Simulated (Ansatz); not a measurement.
**A constructed model of the (0001) surface of hcp Ru, (√3x√3)R30° layer of Sb, one a cell, on the site that continues the host's stacking (bottom of the slab: a bare face, its two planes held)**

Computed with PBE (plane waves to 420 eV, PAW; Ansatz, a program for electronic structure).

Slab: 19 atoms, 13.3 Å thick at the start with caps and adatoms (thin: gaps and levels are the slab's own); k 9x9x1, smearing 0.1 eV, dipole-corrected; 6 atoms held, the rest relaxed; symmetry of the start imposed; no spin, no spin-orbit, no U. It is one candidate, not shown to be the stable structure of the face.

| Property | Value |
|---|---|
| work function of the top face | 4.60 eV |
| energy released by relaxation | 0.72 eV |
| cost | about 6 core-minutes (a rough figure) |
